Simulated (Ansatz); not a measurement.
MgO: energy against strain

MgO (rock salt, Fm-3m, 9.290 Å³/atom at rest) under an equal strain ε in the (001) plane with the normal axis free, as in a coherent film. r2SCAN in Ansatz, a plane-wave DFT program (PAW, default set), 500 eV, 13×13×13 Γ-centred mesh, Fermi-Dirac smearing 0.05 eV; ions are relaxed within the symmetry of each cell.

Here s stands for strain and y for E less E0.

```
strain (%)  E less E0 (meV/atom)
----------  --------------------
-1.50                       4.82
-1.00                       2.10
-0.50                       0.51
0.00                        0.00
0.50                        0.49
1.00                        1.94
1.50                        4.27
3.00                           ?
```

Question: Using a parabola, estimate the missing y at s = 3.00 from the other rows, showing the fit.

Answer: Least squares gives y = -0.003 - 0.1421·s + 2.0214·s². Residuals (row less fit): 0.062, -0.060, -0.063, 0.003, 0.059, 0.064, -0.062; standard error 0.076 (degrees of freedom: 4). Twice the quadratic coefficient over the volume, 2 × 2.0214 meV × 10⁴ × 0.1602 / 9.290 Å³, is twice the biaxial elastic modulus of this plane = 697 ± 11 GPa. At the withheld row, y = -0.003 - 0.1421 × 3.0 + 2.0214 × 3.0² = 17.763 meV/atom. The calculation gives 16.14 meV/atom, 1.623 meV/atom below the prediction (10.1 % of the range of y in the table). The row lies outside the fitted rows, so this is an extrapolation. From the scatter of the fitted rows alone, a prediction at this place has a standard error of 0.289 meV/atom, so the miss is 5.6 times that.

One order more, fitted to all 13 runs of the series, follows each within 0.02, so the miss is the next term of a smooth law. Rows are the converged runs of the series near zero and its far end; series whose fitted rows scatter by over a few per cent of the range, as at a crossing or softening among them, aren't shown in this form. Most that stay on the fit to the last digits aren't either.
